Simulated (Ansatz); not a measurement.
Ansatz (a first-principles code) run on Li3YBi2 (P3m1, 6 atoms in the cell): self-consistent single point.

Level of theory: PBEsol, default PAW files made with PBE (plane waves; Ansatz).

```xyz
6
Lattice="4.6148 0.0000 0.0000 -2.3074 3.9965 0.0000 0.0000 0.0000 7.2877" Properties=species:S:1:pos:R:3 pbc="T T T"
Li     2.3074     1.3322     2.6075
Li     0.0000     2.6644     4.7302
Li     0.0000     0.0000     3.6438
Y      0.0000     0.0000     0.0000
Bi     2.3074     1.3322     5.4846
Bi     0.0000     2.6644     1.8030
```

Reference input (self-consistent single point, DFT, PBEsol, plane waves, default PAW files made with PBE): basis.ecutwfc = 420 eV; kpoints.mp_grid.grid = 7 7 4; hamiltonian.xc = pbesol; hamiltonian.pseudopotentials = {kind: paw} (the program's default PAW files); scf.occupations.method = gaussian; scf.occupations.width = 0.1 eV. This run's input differs from it in these lines:

Ansatz 0.2 input:
```diff
@@ -14,3 +14,3 @@
 basis:
-  ecutwfc: 420.0 eV
+  ecutwfc: 170.0 eV
 kpoints:
```

Output, abridged:

```
SCF iter   1: F=—  HF=-28830.505605 eV  |F-HF|=—  |Δ(HF+E_count)|=         —  Δρ=1.06e-1  dr2=8.59e0  ethr=1.77e-3  ⟨swp⟩=6.4  Hψ=3546  notcnv=0
all-band conjugate gradients solve this SCF's bands
preconditioner: auto → Resta (q_TF=auto, 2.314 Å⁻¹)
SCF iter   2: F=—  HF=-28826.724001 eV  |F-HF|=—  |Δ(HF+E_count)|=    3.78e0  Δρ=4.58e-2  dr2=1.32e0  ethr=1.77e-3  ⟨swp⟩=2.0  Hψ=1731  notcnv=0  defer=36
   [... lines left out ...]
SCF iter   5: F=—  HF=-28826.056557 eV  |F-HF|=—  |Δ(HF+E_count)|=   2.39e-5  Δρ=1.64e-4  dr2=6.95e-5  ethr=1.86e-6  ⟨swp⟩=2.0  Hψ=945  notcnv=0  defer=36
SCF iter   6: F=—  HF=-28826.056570 eV  |F-HF|=—  |Δ(HF+E_count)|=   1.31e-5  Δρ=6.30e-5  dr2=1.11e-5  ethr=1.39e-7  ⟨swp⟩=2.0  Hψ=1041  notcnv=0  defer=36
SCF iter   7: F=—  HF=-28826.056568 eV  |F-HF|=—  |Δ(HF+E_count)|=   2.03e-6  Δρ=1.32e-5  dr2=3.64e-7  ethr=2.22e-8  ⟨swp⟩=2.0  Hψ=1054  notcnv=0  defer=36
SCF iter   8: F=-28826.056568 eV  HF=-28826.056568 eV  |F-HF|=1.48e-8  |Δ(HF+E_count)|=   3.09e-8  Δρ=3.00e-6  dr2=2.89e-8  ethr=2.00e-10  ⟨swp⟩=9.0  Hψ=3262  notcnv=0
SCF 1 converged in 8 iterations: F = -28826.056568 eV  dr2 = 2.89e-8
Free energy (F): -28826.056568 eV
Internal energy: -28826.052182 eV  (E = F + TS)
E sigma→0 (E₀):  -28826.054375 eV
Entropy (-TS):   -0.004386 eV (-0.731 meV/atom)
Fermi energy:    8.816145 eV
--- Forces (eV/Å), atoms counted from 1 ---
  atom   1  Li    -0.00000000     0.00000000    -0.24421437
  atom   2  Li     0.00000000    -0.00000000     0.17256573
  atom   3  Li    -0.00000000     0.00000000    -0.00223266
  atom   4  Y      0.00000000     0.00000000     0.03126687
  atom   5  Bi     0.00000000    -0.00000000    -0.10480304
  atom   6  Bi     0.00000000     0.00000000     0.14742678
--- Stress (GPa, compression-positive) ---
       -0.829723       0.000000      -0.000000
        0.000000      -0.829723      -0.000000
       -0.000000      -0.000000      -0.555440
  P = ⅓ Tr σ = -0.7383 GPa (-7.383 kbar)
  The stress holds the Pulay correction. Without it, at fixed plane waves, as pw.x and ABINIT print it: P = -355.3026 GPa
```

The run converged in 8 iterations. Against the reference run the free energy goes up by 11.1 eV/atom, the pressure goes from -0.86 to -0.74 GPa and the largest force goes from 0.121 to 0.244 eV/Å.

The starting cell comes from a database of computed structures (which also holds hypothetical and non-ambient phases and stackings), without a prior relaxation at this level. Its lattice was rescaled by up to half a per cent. One atom was moved a little off its site on purpose. Ansatz's pressure includes its estimate of the finite-basis (Pulay) stress. Without the estimate this run gives -355.30 GPa. The cutoff lies below the one recommended for these files.
